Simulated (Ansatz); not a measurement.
What Fe → Al does to Fe

The parent structure is Fe in the bcc (W type) structure (space group Im-3m, No. 229; a = 2.865 Å; ferromagnetic).

One thing is altered: Al takes the place of Fe on all its sites, then cell and atoms are relaxed.

Computed with DFT with r2SCAN, PAW potentials and a 500 eV plane-wave cutoff in Ansatz (an electronic-structure program), no spin-orbit coupling, earlier PAW set. k-mesh 20×20×20 (Γ-centred); smearing 0.05 eV (Fermi–Dirac), for the changed cell.

```yaml
volume_per_atom: 16.19 Å³ (base 11.76 Å³)
density: 2.77 g/cm³ (base 7.89 g/cm³)
lattice_parameter_a: 3.187 Å (base 2.865 Å)
shortest_interatomic_distance: 2.760 Å (base 2.481 Å)
band_gap: zero (base zero)
```

Cost of the whole job for the changed cell (relaxation, final SCF and bands): very roughly 21 core-seconds.

Other magnetic orders, which the real material may have, were not ruled out. Whether these cells are dynamically stable was not tested. For Al in this form, whether it has been made was not checked. This is not the structure that Al has at room temperature and ambient pressure.
